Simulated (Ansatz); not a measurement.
# A computed series for PbSe: response to strain

Consider PbSe in the rock salt structure (space group Fm-3m, No. 225; a = 6.1777 Å).

Strains are applied to the cell and any free atomic positions relax.

The values are results of Ansatz (a program for electronic structure) r2SCAN, no SOC, earlier PAW set, not measurements.

```tsv
isotropic strain (%)	band gap (eV)
-4.54	0.12
-1.99	?
0	0.67
0.29	0.70
0.69	0.74
```

Question: Fit E_g = E₀ + Dε (ε in %) to the rows shown and predict the withheld row.

Answer: Least squares on the printed values gives E₀ = 0.66 eV, D = 120 meV per % of strain (largest residual 0.01 eV); this predicts 0.43 eV, and the run gives 0.46 eV, 0.03 higher.

Spin-orbit coupling, missing from the scalar runs, can matter with Pb. Whether these cells are dynamically stable was not tested. The zero or small gap of PbSe under isotropic strain −4.54 % can change with the level of theory.
